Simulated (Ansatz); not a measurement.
SiC in the zinc blende structure (space group F-43m, No. 216)

```
SiC
1.0
    0.00000     2.18988     2.18988
    2.18988     0.00000     2.18988
    2.18988     2.18988     0.00000
Si C
1 1
Direct
  0.00000   0.00000   0.00000
  0.25000   0.25000   0.25000
```

Computed with PBE in Ansatz (plane waves to 420 eV, PAW, no spin-orbit coupling). Γ-centred 13×13×13 mesh, Fermi–Dirac width 0.05 eV.

The volume per atom is 10.50 Å³. The density comes out as 3.17 g/cm³ and the band gap is 1.37 eV, indirect, Γ → X. The electron mass comes out as 0.68 mₑ along k, 0.23 mₑ across, the hole mass (degenerate bands, along [100]) comes out as 0.36, 0.59, 0.59 mₑ and the lowest conduction-band minima above the VBM comes out as X along ⟨100⟩ 1.37 eV. The total energy is -443.580 eV/atom (σ→0; compares only within this code and set-up).

Effective masses come from finite differences of ±0.01 Å⁻¹. Along k means along the line from Γ to the band edge. Stability against distortions was not tested.

Ansatz is a quantum-chemistry and plane-wave program.
